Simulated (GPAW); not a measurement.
## GPAW run on PbO (P4/nmm, 4 atoms in the cell): self-consistent single point

Method of the run: PBE, GPAW PAW datasets PBE (gpaw-data 1.0.1) (plane waves; GPAW).

The input file:

```python
from ase import Atoms
from ase.units import GPa
from gpaw import GPAW

atoms = Atoms(['Pb', 'Pb', 'O', 'O'],
              cell=[[3.980000, 0.000000, 0.000000],
                    [0.000000, 3.980000, 0.000000],
                    [0.000000, 0.000000, 5.020000]],
              scaled_positions=[[0.500000, 0.000000, 0.765000],
                                [0.000000, 0.500000, 0.235000],
                                [0.500000, 0.500000, 0.000000],
                                [0.000000, 0.000000, 0.000000]],
              pbc=True)

calc = GPAW(mode={'name': 'pw', 'ecut': 950},
            xc='PBE',
            kpts={'size': (6, 6, 5), 'gamma': True},
            occupations={'name': 'fermi-dirac', 'width': 0.05},
            nbands=-8,
            convergence={'bands': -6},
            symmetry={'symmorphic': False, 'tolerance': 0.0005},
            maxiter=100)

atoms.calc = calc

energy = atoms.get_potential_energy()
print('Energy (eV):', round(energy, 6))
forces = atoms.get_forces()
print('Forces (eV/Ang):')
print(forces.round(5))
stress = atoms.get_stress()
print('Stress (GPa, Voigt):', (stress / GPa).round(4))
```

Output, abridged:

```
Input parameters:
  convergence: {bands: -6}
  kpts: {gamma: True,
         size: (6, 6, 5)}
  maxiter: 100
  mode: {ecut: 950,
         name: pw}
  nbands: -8
  occupations: {name: fermi-dirac,
                width: 0.05}
  symmetry: {symmorphic: False,
             tolerance: 0.0005}
  xc: PBE

species:
  Pb:
    name: Lead
    Z: 82.0
    valence: 14
    core: 68
    charge: 0.0
    file: Pb.PBE.gz

    # Using partial waves for Pb as LCAO basis

  O:
    name: Oxygen
    Z: 8.0
    valence: 6
    core: 2
    charge: 0.0
    file: O.PBE.gz

    # Using partial waves for O as LCAO basis

Reference energy: -1138630.631331  # eV

Spin-paired calculation

Convergence criteria:
 Maximum [total energy] change in last 3 cyles: 0.0005 eV / valence electron
 Maximum integral of absolute [dens]ity change: 0.0001 electrons / valence electron
 Maximum integral of absolute [eigenst]ate change: 4e-08 eV^2 / valence electron
 Maximum number of scf [iter]ations: 100

Symmetries present (total): 16
Symmetries with fractional translations: 8
180 k-points: 6 x 6 x 5 Monkhorst-Pack grid + [1/12,1/12,0.000000]
30 k-points in the irreducible part of the Brillouin zone
       k-points in crystal coordinates                weights
   0:     0.00000000    0.00000000    0.00000000          1/180
   1:     0.00000000    0.00000000    0.20000000          2/180
   2:     0.00000000    0.00000000    0.40000000          2/180
   [... 7 lines left out ...]
          ...
  29:     0.50000000    0.50000000    0.40000000          2/180

Wave functions: Plane wave expansion
  Cutoff energy: 950.000 eV
  Number of coefficients (min, max): 5237, 5320
  Pulay-stress correction: 0.000000 eV/Ang^3 (de/decut=0.000000)

Occupation numbers: Fermi-Dirac:
  width: 0.0500  # eV

Eigensolver

Densities:
  Coarse grid: 30*30*36 grid
  Fine grid: 60*60*72 grid
  Total Charge: 0.000000

Density mixing:
  Method: separate
  Backend: pulay
  Linear mixing parameter: 0.05
  old densities: 5
  Damping of long wavelength oscillations: 50

Hamiltonian:
  XC and Coulomb potentials evaluated on a 60*60*72 grid
  External potential:
    NoExternalPotential

XC parameters: PBE with 2 nearest neighbor stencil

Number of atoms: 4
Number of atomic orbitals: 26
Number of bands in calculation: 28
Number of valence electrons: 40
Bands to converge: 22

Density initialized from atomic densities
  26 bands from LCAO basis set
  2 bands from random numbers

Atomic positions and initial magnetic moments

Positions:
   0 Pb     1.990000    0.000000    3.840300    ( 0.0000,  0.0000,  0.0000)
   1 Pb     0.000000    1.990000    1.179700    ( 0.0000,  0.0000,  0.0000)
   2 O      1.990000    1.990000    0.000000    ( 0.0000,  0.0000,  0.0000)
   3 O      0.000000    0.000000    0.000000    ( 0.0000,  0.0000,  0.0000)

Unit cell:
           periodic     x           y           z      points  spacing
  1. axis:    yes    3.980000    0.000000    0.000000    30     0.1327
  2. axis:    yes    0.000000    3.980000    0.000000    30     0.1327
  3. axis:    yes    0.000000    0.000000    5.020000    36     0.1394

  Lengths:   3.980000   3.980000   5.020000
  Angles:   90.000000  90.000000  90.000000

Effective grid spacing dv^(1/3) = 0.1349

     iter     time        total  log10-change:
                         energy   eigst   dens
iter:   1 --:--:--   -26.457904   +0.47
iter:   2 --:--:--   -25.083791   -0.49  -1.00
iter:   3 --:--:--   -22.483781   -0.30  -1.06
iter:   4 --:--:--   -22.447764   -1.37  -1.36
iter:   5 --:--:--   -22.433086   -1.84  -1.46
iter:   6 --:--:--   -22.408674   -1.97  -1.92
iter:   7 --:--:--   -22.406034   -2.95  -2.08
iter:   8 --:--:--   -22.407849c  -3.42  -2.22
iter:   9 --:--:--   -22.407540c  -3.09  -2.74
iter:  10 --:--:--   -22.406582c  -3.48  -2.62
iter:  11 --:--:--   -22.406436c  -4.90  -3.14
iter:  12 --:--:--   -22.406429c  -5.40  -3.52
iter:  13 --:--:--   -22.406418c  -5.77  -3.73
iter:  14 --:--:--   -22.406418c  -6.94  -3.83
iter:  15 --:--:--   -22.406435c  -5.35  -3.82
iter:  16 --:--:--   -22.406418c  -5.65  -3.54
iter:  17 --:--:--   -22.406418c  -7.04  -3.91
iter:  18 --:--:--   -22.406419c  -6.31  -3.90
iter:  19 --:--:--   -22.406420c  -6.87  -4.05c
iter:  20 --:--:--   -22.406420c  -7.65c -4.24c

Converged after 20 iterations.

Dipole moment: (0.000000, -0.000000, 0.000000) |e|*Ang

Energy contributions relative to reference atoms: (reference = -1138630.631331)

Kinetic:        +47.303581
Potential:      -45.744730
External:        +0.000000
XC:             -24.153984
Entropy (-ST):   -0.000000
Local:           +0.188713
SIC:             +0.000000
--------------------------
Free energy:    -22.406420
Extrapolated:   -22.406420

Showing only first 2 kpts
 Kpt  Band  Eigenvalues  Occupancy
  0    18      3.94221    2.00000
  0    19      5.69142    1.99999
  0    20      8.03821    0.00000
  0    21     11.09093    0.00000

  1    18      3.93391    2.00000
  1    19      5.46772    2.00000
  1    20      7.78078    0.00000
  1    21     10.50059    0.00000

Fermi level: 6.33135

Gap: 1.237 eV
Transition (v -> c):
  (s=0, k=0, n=19, [0.00, 0.00, 0.00]) -> (s=0, k=27, n=20, [0.50, 0.50, 0.00])
Direct/indirect transitions are different
Direct gap: 2.313 eV
Transition at: (s=0, k=1, n=19, [0.00, 0.00, 0.20])
Energy (eV): -22.40642

Forces in eV/Ang:
  0 Pb    0.00000    0.00000   -0.38058
  1 Pb    0.00000    0.00000    0.38058
  2 O     0.00000    0.00000    0.00000
  3 O     0.00000    0.00000    0.00000

Stress tensor:
    -0.025629     0.000000     0.000000
     0.000000    -0.025629     0.000000
     0.000000     0.000000    -0.022750
Stress (GPa, Voigt): [-4.1062 -4.1062 -3.6449  0.      0.      0.    ]
```

The run converged in 20 iterations. GPAW prints stress with tension positive.

At such cutoffs GPAW's stress carries a finite-basis (Pulay) error, which enters relaxed cells too; its log prints stress with tension positive.

The starting cell has typed, rounded lattice constants, without a prior relaxation at this level. Spin-orbit coupling is off.

Cost on one core of a shared machine: roughly 2 min.
